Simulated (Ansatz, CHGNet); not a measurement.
Rutile MgH2: properties by level of theory

Reference values: lattice constant a 4.517 Å (measured, temperature not stated, no zero-point or thermal correction; as tabulated in Ellinger et al., J. Am. Chem. Soc. 77, 2647 (1955) (COD 4124639)); lattice parameter c 3.021 Å (measured, temperature not stated, not corrected to a static lattice; as tabulated in Ellinger et al., J. Am. Chem. Soc. 77, 2647 (1955) (COD 4124639)).

```json
[
 {"level (code)": "CHGNet 0.3.0 (CHGNet)", "lattice parameter a (Å)": "4.529", "c axis length (Å)": "2.976"},
 {"level (code)": "CHGNet-r²SCAN (CHGNet)", "lattice parameter a (Å)": "4.482", "c axis length (Å)": "2.992"},
 {"level (code)": "r²SCAN (Ansatz)", "lattice parameter a (Å)": "4.484", "c axis length (Å)": "2.997"},
 {"level (code)": "Hartree–Fock (Ansatz)", "lattice parameter a (Å)": "4.577", "c axis length (Å)": "[?]"}
]
```

Task: Fill in the missing entries.

Result: 
- Hartree–Fock (Ansatz, a program for electronic structure), c axis length (Å): 3.018

Differences from the reference values (errors of the level alone only where the reference is corrected to a static lattice):

```json
[
 {"level": "CHGNet 0.3.0", "lattice constant a (%)": "+0.27", "lattice parameter c (%)": "-1.49"},
 {"level": "CHGNet-r²SCAN", "lattice constant a (%)": "-0.77", "lattice parameter c (%)": "-0.96"},
 {"level": "r²SCAN", "lattice constant a (%)": "-0.73", "lattice parameter c (%)": "-0.79"},
 {"level": "Hartree–Fock", "lattice constant a (%)": "+1.33", "lattice parameter c (%)": "-0.10"}
]
```

Nearest: lattice constant a, not ranked (reference at room or unstated temperature); lattice parameter c, not ranked (reference at room or unstated temperature).

Machine-learned potentials (CHGNet 0.3.0, CHGNet-r²SCAN) are trained on DFT data, which may include these solids.

Ansatz's density-functional and Hartree–Fock values are scalar-relativistic unless marked +SOC, with PAW data made under PBE.

Differences are worked out from the printed values.

The computed numbers hold no vibrational or temperature effects.
